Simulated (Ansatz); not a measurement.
The parent structure is TiAl (space group P4/mmm, No. 123; a = 2.813 Å, c = 4.059 Å).

The values are results of Kohn–Sham DFT with the r2SCAN functional, run in Ansatz (a program for electronic structure) with PAW and 500 eV plane waves, spin-orbit coupling left out, earlier PAW set, not measurements.

Base values:

- Volume per atom = 16.06 Å³
- c/a ratio = 1.443

The change: a negative pressure, −1 GPa.

**Question.** Estimate the effect on the volume per atom and c/a ratio.

**Answer.** The volume per atom grows by 0.137 Å³ (16.06 Å³ → 16.19 Å³); the c/a ratio is still 1.443.

Load acts through the strain it causes; cell and atoms are relaxed under it. Whether these cells are dynamically stable was not tested. The final runs are not spin-polarised.
